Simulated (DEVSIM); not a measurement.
Device: abrupt GaSb p-n junction, at 300 K.

| layer (left to right) | material | thickness (μm) | Nd (cm⁻³) | Na (cm⁻³) | τn (s) | τp (s) |
|---|---|---|---|---|---|---|
| 1 | GaSb | 55.0 | - | 1e15 | 3.2e-9 | 3.2e-9 |
| 2 | GaSb | 1.80 | 2.6e14 | - | 3.2e-9 | 3.2e-9 |

Left contact: ohmic. Right contact: ohmic. Voltage is applied to the left contact. Recombination: SRH at mid-gap, radiative, Auger. Mobility is μmin + (μ − μmin)/(1 + (N/Nref)^α).

This is a model device: material constants are rounded textbook-type values typed into the input, and sizes, dopings and lifetimes were drawn at random. Values at 300 K.

```tsv
parameter	GaSb
gap (eV)	0.726
affinity (eV)	4.06
permittivity	15.7
Nc (cm⁻³)	2.1e17
Nv (cm⁻³)	1.8e19
μn (cm²/Vs)	5000
μp (cm²/Vs)	850
μn,min	1000
μp,min	190
Nref,n	2.8e17
Nref,p	9e17
αn	1.05
αp	0.65
B (cm³/s)	1e-10
Cn (cm⁶/s)	5e-30
Cp (cm⁶/s)	5e-30
```

Model (solved in DEVSIM): 1D drift-diffusion, Boltzmann statistics, complete ionisation; no tunnelling, impact ionisation, image-force lowering or self-heating.

Q: Give the dark forward current.

A: 
```json
[
 {"V (V)": "0.05", "J (A/cm²)": "0.0056"},
 {"V (V)": "0.10", "J (A/cm²)": "0.030"},
 {"V (V)": "0.15", "J (A/cm²)": "0.13"},
 {"V (V)": "0.25", "J (A/cm²)": "1.1"},
 {"V (V)": "0.30", "J (A/cm²)": "1.9"},
 {"V (V)": "0.35", "J (A/cm²)": "2.9"},
 {"V (V)": "0.40", "J (A/cm²)": "4.0"},
 {"V (V)": "0.45", "J (A/cm²)": "5.2"},
 {"V (V)": "0.55", "J (A/cm²)": "7.7"},
 {"V (V)": "0.60", "J (A/cm²)": "9.0"},
 {"V (V)": "0.65", "J (A/cm²)": "10"},
 {"V (V)": "0.70", "J (A/cm²)": "12"},
 {"V (V)": "0.80", "J (A/cm²)": "15"},
 {"V (V)": "0.85", "J (A/cm²)": "17"},
 {"V (V)": "0.90", "J (A/cm²)": "18"},
 {"V (V)": "0.95", "J (A/cm²)": "20"},
 {"V (V)": "1.00", "J (A/cm²)": "22"},
 {"V (V)": "1.10", "J (A/cm²)": "26"},
 {"V (V)": "1.15", "J (A/cm²)": "28"},
 {"V (V)": "1.20", "J (A/cm²)": "30"}
]
```
